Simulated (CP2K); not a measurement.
A self-consistent single point of PbO2 (P4_2/mnm, 6 atoms in the cell) with CP2K.

Method: LDA (Pade form), GPW, DZVP-MOLOPT-SR-GTH basis, GTH-PADE potentials (GTH_POTENTIALS) run with CP2K.

```
PbO2
1.0
    4.96000     0.00000     0.00000
    0.00000     4.96000     0.00000
    0.00000     0.00000     3.39000
Pb O
2 4
Direct
  0.00000   0.00000   0.00000
  0.50000   0.50000   0.50000
  0.30700   0.30700   0.00000
  0.80700   0.19300   0.50000
  0.19300   0.80700   0.50000
  0.69300   0.69300   0.00000
```

Reference input (self-consistent single point, DFT PBE, GPW, DZVP-MOLOPT-SR-GTH basis, GTH-PBE potentials (GTH_POTENTIALS)): CUTOFF = 450 Ry; REL_CUTOFF = 40 Ry; SMEAR/METHOD = GAUSSIAN; SIGMA = 0.1 eV; KPOINTS/SCHEME = MONKHORST-PACK 5 5 7; XC_FUNCTIONAL = PBE; Pb/BASIS_SET = DZVP-MOLOPT-SR-GTH-q4; Pb/POTENTIAL = GTH-PBE-q4; O/BASIS_SET = DZVP-MOLOPT-SR-GTH-q6; O/POTENTIAL = GTH-PBE-q6; METHOD = GPW; EPS_DEFAULT = 1e-10. This run's input differs from it in these lines:

```diff
@@ -42,3 +42,3 @@
     &XC
-      &XC_FUNCTIONAL PBE
+      &XC_FUNCTIONAL PADE
       &END XC_FUNCTIONAL
@@ -78,3 +78,3 @@
       BASIS_SET DZVP-MOLOPT-SR-GTH-q4
-      POTENTIAL GTH-PBE-q4
+      POTENTIAL GTH-PADE-q4
     &END KIND
@@ -82,3 +82,3 @@
       BASIS_SET DZVP-MOLOPT-SR-GTH-q6
-      POTENTIAL GTH-PBE-q6
+      POTENTIAL GTH-PADE-q6
     &END KIND
```

Log, with long lists cut:

```
 SCF WAVEFUNCTION OPTIMIZATION

  Step     Update method      Time    Convergence         Total energy    Change
     1 NoMix/Diag. 0.20E+00      -     1.13533626       -71.4120449546 -7.14E+01
     2 Broy./Diag. 0.20E+00      -     0.19262524       -66.4280716449  4.98E+00
     3 Broy./Diag. 0.20E+00      -     0.19368859       -69.9813575430 -3.55E+00
     4 Broy./Diag. 0.20E+00      -     0.05228738       -71.6434375033 -1.66E+00
     5 Broy./Diag. 0.20E+00      -     0.02088940       -71.3076123977  3.36E-01
     6 Broy./Diag. 0.20E+00      -     0.00041630       -71.2981216633  9.49E-03
   [... 4 lines left out ...]
    11 Broy./Diag. 0.20E+00      -     0.00000250       -71.2992664775  7.88E-06
    12 Broy./Diag. 0.20E+00      -     0.00000054       -71.2992675107 -1.03E-06
    13 Broy./Diag. 0.20E+00      -     0.00000055       -71.2992683985 -8.88E-07
    14 Broy./Diag. 0.20E+00      -     0.00000003       -71.2992682678  1.31E-07
  *** SCF run converged in    14 steps ***

  Overlap energy of the core charge distribution:               0.00000005625069
  Self energy of the core charge distribution:               -178.66644798114811
  Core Hamiltonian energy:                                     49.51714278940265
  Hartree energy:                                              73.68854921758164
  Exchange-correlation energy:                                -15.83847646786585
  Smearing free energy correction:                             -0.00003588198118
  Fermi energy:                                                 0.10999924083798

  Total energy:                                               -71.29926826775788
  Total energy (extrapolated to sigma->0):                    -71.29925032676729

                     Mulliken Population Analysis

   [... lines left out ...]

 STRESS| Analytical stress tensor [bar]
 STRESS|                        x                   y                   z
 STRESS|      x       -5.72833067103E+04   3.86501407332E-01   5.69296001385E-08
 STRESS|      y        3.86501407332E-01  -5.72832830070E+04   5.88179739185E-08
 STRESS|      z        5.69296001385E-08   5.88179739185E-08  -7.56045968535E+04
 STRESS| 1/3 Trace                                            -6.33903955236E+04
```

The run converged in 14 iterations. Against the reference run the pressure goes from 8.25 to -6.34 GPa and the largest force goes from 0.192 to 0.234 eV/Å.

The starting cell has typed, rounded lattice constants, without a prior relaxation at this level. Values carry the incompleteness of an atom-centred basis. With a pressure of about -6 GPa the cell is away from its equilibrium volume at this level. The run gives no clean gap (levels at the Fermi energy touch, overlap or are partly filled at this smearing), which alone does not show that the compound is a metal.

Cost on one core of a shared machine: roughly 40 s.
